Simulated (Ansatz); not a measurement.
**A constructed model of the (111) surface of fcc Ag, a layer of Co in place of the third plane (bottom of the slab: a bare face, its two planes held)**

All values below come from PBE (plane waves to 420 eV, PAW; Ansatz, a quantum-chemistry and plane-wave program).

Model: 6-atom slab, 11.7 Å thick at the start with caps and adatoms (thin: gaps and levels are the slab's own), 15x15x1 mesh, Fermi-Dirac 0.1 eV, dipole correction, 2 atoms held, the rest relaxed; start symmetry kept, larger cells not searched; spin-polarised, ending with about 1.8 μB a cell; orders that need a larger cell were not tried, no spin-orbit, no U. In PBE it is, or lies within 0.01 eV a 1x1 cell of, the lowest of the 2 structures of its composition computed so far; subsurface sites and larger cells were not tried.

```
Quantity                                              Result
-----------------------------  -----------------------------
work function of the top face                        4.36 eV
energy released by relaxation                       0.066 eV
magnetic moment of the cell                          1.76 μB
cost                           very roughly 120 core-seconds
```
